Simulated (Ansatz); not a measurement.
An Ansatz (an electronic-structure program) run: Mo2N; Kohn–Sham DFT with the PBEsol functional, run in Ansatz with PAW and 420 eV plane waves, no SOC.

Input:

Ansatz 0.2 input:
```yaml
crystal:
  lattice:
    - [1.4369831372, 0.8296426011, 4.9255588715]
    - [-1.4369831372, 0.8296426011, 4.9255588715]
    - [0, -1.6592852022, 4.9255588715]
  atoms:
    - { symbol: Mo, position: [0.2432448596, 0.2432448596, 0.2432448596] }
    - { symbol: Mo, position: [0.7567551404, 0.7567551404, 0.7567551404] }
    - { symbol: N, position: [0, 0, 0] }
basis: { ecutwfc: 420, ecutrho_ratio: 4, xc_grid: 2, fft_grid_basis: typed }
kpoints: { mp_grid: { grid: [19, 19, 19] } }
hamiltonian:
  xc: pbesol
  dispersion: none
  pseudopotentials: { kind: paw }
scf: { occupations: { method: fermi_dirac, width: 0.05 }, convergence: { dr2_threshold: 0.0000000003 } }
output: { forces: true, stress: true }
```

Output (explanatory and most iteration lines left out):

```
Pseudopotential: Mo, paw, valence charge 14
Pseudopotential: N, paw, valence charge 5
Crystal: 3 atoms, lattice volume = 35.233 Å³
Basis set: ecut = 420 eV, 683 PW (Γ), exchange–correlation on 72×72×72 points (8 copies of the dense FFT grid, shifted against one another)
Bands: 21, of which v1, the nominal top of the filled ones, is band 17 counted from 1 (16 counted from 0)
Symmetry: 12 space group operations
Space group: R-3m (ITA 166), of the structure as read, at distance tolerance 3.3e-5 Å
k-points: 670 of 6859
Functional: x = pbesol(κ = 0.804, μ = 0.12345679012345678), c = pbesol(β = 0.046)
SCF iter   1: F=—  HF=-10174.581867 eV  |F-HF|=—  |Δ(HF+E_count)|=         —  Δρ=2.36e-2  dr2=2.26e-1  ethr=1.77e-3  ⟨swp⟩=5.7  Hψ=64085  notcnv=0
SCF iter   2: F=—  HF=-10174.547058 eV  |F-HF|=—  |Δ(HF+E_count)|=   3.48e-2  Δρ=9.70e-3  dr2=4.37e-2  ethr=6.84e-4  ⟨swp⟩=2.0  Hψ=21209  notcnv=0  defer=4
SCF 1 converged in 8 iterations: F = -10174.538969 eV  dr2 = 6.99e-11
SCF converged after 8 iterations
Free energy (F): -10174.538969 eV
Internal energy: -10174.525155 eV  (E = F + TS)
E sigma→0 (E₀):  -10174.532062 eV
Entropy (-TS):   -0.013814 eV (-4.605 meV/atom)
Fermi energy:    21.116401 eV
--- Forces (eV/Å), atoms counted from 1 ---
  atom   1  Mo     0.00000000    -0.00000000     0.00001260
  atom   2  Mo     0.00000000     0.00000000    -0.00001260
  atom   3  N     -0.00000000     0.00000000    -0.00000000
--- Stress (GPa, compression-positive) ---
       -0.002314       0.000000       0.000000
        0.000000      -0.002314       0.000000
       -0.000000       0.000000       0.005051
  P = ⅓ Tr σ = 0.0001 GPa (0.001 kbar)
```

Stability against distortions was not tested. The final runs are not spin-polarised. An odd electron count without spin: Mo2N. The cell is Mo₂N (space group R-3m, No. 166; a cell from a computed database, its experimental status unchecked).
